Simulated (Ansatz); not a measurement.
The reference is GaP in the zinc blende structure (space group F-43m, No. 216).

```xyz
2
Lattice="0.0000 2.7259 2.7259 2.7259 0.0000 2.7259 2.7259 2.7259 0.0000" Properties=species:S:1:pos:R:3 pbc="T T T"
P      4.0888     4.0888     4.0888
Ga     0.0000     0.0000     0.0000
```

Cartesian axes are those of the cell as printed.

The values are results of r2SCAN (Ansatz, an electronic-structure program), without spin-orbit coupling, earlier PAW set, not measurements.

Strains are applied to the cell and any free atomic positions relax.

One change was made to it. Results:

The smallest direct gap decreases by 0.43 eV, from 2.36 eV to 1.93 eV; the valence-band top at Γ (three highest levels, from the VBM) changes from 0.00, 0.00, 0.00 eV to 0.00, 0.00, -0.24 eV; the valley order (the lowest conduction-band minima on the path, energy above the VBM, named in the base's zone) goes from a point along ⟨100⟩, about 1.0 Å⁻¹ from Γ 1.85 eV; L along ⟨111⟩ 2.04 eV; Γ 2.36 eV to a point along [010], about 1.0 Å⁻¹ from Γ 1.72 eV; L along [111] 1.81 eV; Γ 1.93 eV; a point along [001], about 1.0 Å⁻¹ from Γ 2.06 eV.

Q: Which change produced these results?
A) strain tensor (xx, yy, zz, yz, xz, xy) = (−1.79, −1.00, +1.33, +1.34, +0.10, +0.93) %
B) uniaxial strain ε_zz = +3.92 %
C) uniaxial strain ε_xx = +0.28 %

A: B, uniaxial strain ε_zz = +3.92 %. For comparison, the valley order in the other runs: strain tensor (xx, yy, zz, yz, xz, xy) = (−1.79, −1.00, +1.33, +1.34, +0.10, +0.93) % gives a point along [100], about 1.1 Å⁻¹ from Γ 1.47 eV; a point along [010], about 1.0 Å⁻¹ from Γ 1.62 eV; L along [1-11] 1.68 eV; a point along [001], about 1.1 Å⁻¹ from Γ 1.78 eV; Γ 2.27 eV; uniaxial strain ε_xx = +0.28 % gives a point along [001], about 1.0 Å⁻¹ from Γ 1.84 eV; a point along [100], about 1.0 Å⁻¹ from Γ 1.86 eV; L along [1-11] 2.03 eV; Γ 2.33 eV.

Whether these cells are dynamically stable was not tested.
